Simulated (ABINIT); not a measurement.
## Input and output of a self-consistent single point for CuAu (P4/mmm, 2 atoms in the cell) (ABINIT)

Level of theory: PBE, PAW (JTH v2.0 PBE PAW) (plane waves; ABINIT).

Input as run:

```
# CuAu, JTH v2.0 PBE PAW
pp_dirpath "./"
pseudos "Cu.GGA_PBE-JTH.xml, Au.GGA_PBE-JTH.xml"
acell 2.8000000000 2.8000000000 3.6700000000 Angstrom
rprim
         1.0000000000    0.0000000000    0.0000000000
         0.0000000000    1.0000000000    0.0000000000
         0.0000000000    0.0000000000    1.0000000000
natom 2
ntypat 2
znucl 29 79
typat 1 2
xcart
         0.0000000000    0.0000000000    0.0000000000
         1.4000000000    1.4000000000    1.8350000000
      Angstrom
ecut 30
pawecutdg 60
pawxcdev 0
ixc 11
occopt 7
tsmear 0.00999582
nband 21
kptopt 1
ngkpt 12 12 10
nshiftk 1
shiftk 0 0 0
nstep 100
tolvrs 1.0e-12
prtwf 0
prtden 0
```

Log, with long lists cut:

```
 Symmetries : space group P4/m m m (#123); Bravais tP (primitive tetrag.)

 -outvars: echo values of preprocessed input variables --------
            acell      5.2912331721E+00  5.2912331721E+00  6.9352949077E+00 Bohr
             ecut      3.00000000E+01 Hartree
              ixc          11
         kptrlatt       12    0    0      0   12    0      0    0   10
          kptrlen      6.34947981E+01
            natom           2
            nband          21
            ngfft          30      30      36
          ngfftdg          40      40      50
             nkpt         168
            nstep         100
             nsym          16
           ntypat           2
           occopt           7
        pawecutdg      6.00000000E+01 Hartree
         pawxcdev           0
          spgroup         123
           tolvrs      1.00000000E-12
           tsmear      9.99582000E-03 Hartree
            typat      1  2
           useylm           1
             xred      0.0000000000E+00  0.0000000000E+00  0.0000000000E+00
                       5.0000000000E-01  5.0000000000E-01  5.0000000000E-01
            znucl       29.00000   79.00000

== DATASET  1 ==================================================================

 Exchange-correlation functional for the present dataset will be:
  GGA: Perdew-Burke-Ernzerhof functional - ixc=11
 Citation for XC functional:
  J.P.Perdew, K.Burke, M.Ernzerhof, PRL 77, 3865 (1996)

 Real(R)+Recip(G) space primitive vectors, cartesian coordinates (Bohr,Bohr^-1):
 R(1)=  5.2912332  0.0000000  0.0000000  G(1)=  0.1889919  0.0000000  0.0000000
 R(2)=  0.0000000  5.2912332  0.0000000  G(2)=  0.0000000  0.1889919  0.0000000
 R(3)=  0.0000000  0.0000000  6.9352949  G(3)=  0.0000000  0.0000000  0.1441900
 Unit cell volume ucvol=  1.9416848E+02 bohr^3
 Angles (23,13,12)=  9.00000000E+01  9.00000000E+01  9.00000000E+01 degrees

 Coarse grid specifications (used for wave-functions):

 getcut: wavevector=  0.0000  0.0000  0.0000  ngfft=  30  30  36
         ecut(hartree)=     30.000   => boxcut(ratio)=   2.10529

 Fine grid specifications (used for densities):

 getcut: wavevector=  0.0000  0.0000  0.0000  ngfft=  40  40  50
         ecut(hartree)=     60.000   => boxcut(ratio)=   2.06759

   2.17238152E+03                                ecore*ucvol(ha*bohr**3)

_setup2: Arith. and geom. avg. npw (full set) are    1523.883    1523.861

--- !BeginCycle
solver: {iscf: 17, nstep: 100, nline: 4, wfoptalg: 10, }
tolerances: {tolvrs: 1.00E-12, }
...

     iter   Etot(hartree)      deltaE(h)  residm     nres2
 ETOT  1  -227.39281236932    -2.274E+02 4.819E+01 3.721E+01
 ETOT  2  -232.57340213915    -5.181E+00 2.981E-01 3.541E+02
 ETOT  3  -232.16088995549     4.125E-01 1.611E-01 2.125E+01
 ETOT  4  -232.14581681838     1.507E-02 6.087E-02 1.556E+01
 ETOT  5  -232.13367577592     1.214E-02 4.408E-02 5.062E+00
 ETOT  6  -232.12324347153     1.043E-02 1.213E-02 4.783E-01
   [... 16 lines left out ...]
 ETOT 23  -232.12299377423    -6.708E-12 3.867E-04 7.613E-10
 ETOT 24  -232.12299377423     2.842E-13 3.793E-04 3.956E-12
 ETOT 25  -232.12299377423     1.421E-13 2.338E-04 9.237E-11
 ETOT 26  -232.12299377423     1.421E-13 2.615E-04 2.047E-12
 ETOT 27  -232.12299377423    -2.842E-14 1.390E-04 4.703E-13

 At SCF step   27       nres2   =  4.70E-13 < tolvrs=  1.00E-12 =>converged.

 Cartesian components of stress tensor (hartree/bohr^3)
  sigma(1 1)= -2.51151531E-04  sigma(3 2)=  0.00000000E+00
  sigma(2 2)= -2.51151531E-04  sigma(3 1)=  0.00000000E+00
  sigma(3 3)= -1.89291480E-04  sigma(2 1)=  0.00000000E+00

 ----iterations are completed or convergence reached----

 reduced coordinates (array xred) for    2 atoms
       0.000000000000      0.000000000000      0.000000000000
       0.500000000000      0.500000000000      0.500000000000
 cartesian forces (eV/Angstrom) at end:
    1     -0.00000000000000    -0.00000000000000    -0.00000000000000
    2     -0.00000000000000    -0.00000000000000    -0.00000000000000
 frms,max,avg= 0.0000000E+00 0.0000000E+00   0.000E+00  0.000E+00  0.000E+00 e/A
 length scales=  5.291233172080  5.291233172080  6.935294907690 bohr
              =  2.800000000000  2.800000000000  3.670000000000 angstroms
 Fermi (or HOMO) energy (hartree) =   0.28222   Average Vxc (hartree)=  -0.43712
 Eigenvalues (hartree) for nkpt= 168  k points:
 kpt#   1, nband= 21, wtk=  0.00069, kpt=  0.0000  0.0000  0.0000 (reduced coord)
  -3.84505   -2.27921   -2.27856   -2.27856   -0.08129    0.03635    0.04207    0.13159
   0.13159    0.17129    0.17795    0.20369    0.22063    0.22888    0.22888    0.35913
   0.58113    0.65563    0.65563    0.90037    0.90478
      occupation numbers for kpt#   1
   2.00000    2.00000    2.00000    2.00000    2.00000    2.00000    2.00000    2.00000
   2.00000    2.00000    2.00000    2.00000    2.00000    2.00000    2.00000    0.00000
   0.00000    0.00000    0.00000    0.00000    0.00000
 prteigrs : prtvol=0 or 1, do not print more k-points.

--- !EnergyTerms
comment             : Components of total free energy in Hartree
kinetic             :  2.01636223098325E+01
hartree             :  5.46533700060723E+01
xc                  : -5.76295566322784E+00
Ewald energy        : -1.46608616187667E+02
psp_core            :  1.11881264396697E+01
local_psp           : -1.35893226609213E+02
spherical_terms     : -2.98625258070411E+01
internal            : -2.32122205511574E+02
'-kT*entropy'       : -7.87642737847167E-04
total_energy        : -2.32122993154312E+02
total_energy_eV     : -6.31638786945414E+03
...

-Cartesian components of stress tensor (GPa)         [Pressure=  6.7825E+00 GPa]
- sigma(1 1)= -7.38913191E+00  sigma(3 2)=  0.00000000E+00
- sigma(2 2)= -7.38913191E+00  sigma(3 1)=  0.00000000E+00
- sigma(3 3)= -5.56914669E+00  sigma(2 1)=  0.00000000E+00

 Calculation completed.
```

The run converged in 27 iterations.

The starting cell has typed, rounded lattice constants, without a prior relaxation at this level. Spin polarisation is off. With a pressure of about 7 GPa the cell is away from its equilibrium volume at this level.

Cost on one core of a shared machine: roughly 6 min.
